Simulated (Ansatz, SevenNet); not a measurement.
For L1₂ (Cu3Au-type) Ni3Al, the machine-learned potential SevenNet-0 (trained on PBE and PBE+U data) gives:

```
Property                                 Value
------------------------------  --------------
equilibrium lattice constant a         3.556 Å
enthalpy of formation           -0.445 eV/atom
```

Question: What does r²SCAN (Ansatz, an electronic-structure program, PAW) give for the same quantities?

Answer: 
- lattice constant a: 3.526 Å (drops by 0.8 %)
- formation enthalpy: -0.424 eV/atom (moves by +0.021 eV/atom)

For comparison: lattice constant a 3.572 Å (measured, temperature not stated, not corrected to a static lattice; as tabulated in Tensorial elastic properties and stability of interface states associated with …); formation enthalpy -0.420 ± 0.02 eV/atom (measured, 298 K, copied from a table, unchecked, no zero-point or thermal correction; as tabulated in Wang et al. (2021), doi:10.1038/s41598-021-94550-5).

Changes are worked out from the printed values.

Unless a cell is named, each level is at its own relaxed cell (SevenNet-0 11.24, r²SCAN 10.96 Å³/atom).

Spin-polarised runs: r²SCAN (parallel moments).

Ansatz's density-functional and Hartree–Fock values are scalar-relativistic unless marked +SOC, with PAW data made under PBE.
